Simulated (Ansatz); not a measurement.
The starting structures come from a database of crystals and need not be the phases stable at ambient conditions.

Where the default PAW files enter, the runs use the earlier of Ansatz's two default sets.

By PBEsol, the system below comes out a metal.

A figure of merit of an interconnect metal is its ballistic conductance per area.

```
Sb
1.0
    4.36050     0.00000     0.00000
   -2.18025     3.77630     0.00000
    2.18025     1.25877     1.78017
Sb
1
Cartesian
  0.00000   0.00000   0.00000
```

Space group of this cell: Pm-3m, simple cubic. The cell is taken as given; by PBEsol its mean pressure is -1.3 GPa.

The current flows along the normal of the first two printed cell vectors, the (111) plane of the conventional cell. No spin-orbit coupling; the value is a mean over 0.1 eV about the Fermi level.

Problem. Estimate the ballistic conductance per area that PBEsol (Ansatz, a first-principles code) returns for this system.

Solution. 1.2 × 10¹⁵ S/m² for both spins.
